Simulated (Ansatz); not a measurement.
Where the default PAW files enter, the runs use the earlier of Ansatz's two default sets.

Inside the gap of an insulator the Bloch states are evanescent, with a wavenumber k + iκ along the transport direction.

Here is the system:

```
CELL_PARAMETERS angstrom
      3.15041     0.00000     0.00000
      0.00000     3.15041     0.00000
      1.57520     1.57520     2.22767
ATOMIC_POSITIONS crystal
  Al 0.00000 0.00000 0.00000
  N  0.25000 0.75000 0.50000
```

Space group of this cell: F-43m, zinc blende. The cell is strained (all lengths scaled by 1.02); by r2SCAN its mean pressure is -11.0 GPa.

Transport runs along the normal of the first two printed cell vectors, the (001) plane of the conventional cell.

No gap correction and no spin-orbit coupling; mid-gap values are interpolated between computed energies.

Problem. Estimate the band gap and the smallest decay constant κ at mid-gap that r2SCAN (Ansatz, a program for electronic structure) returns for this system.

Solution. Gap 3.88 eV on a 14×14×14 mesh; κ = 0.280 1/Å, at the zone centre.
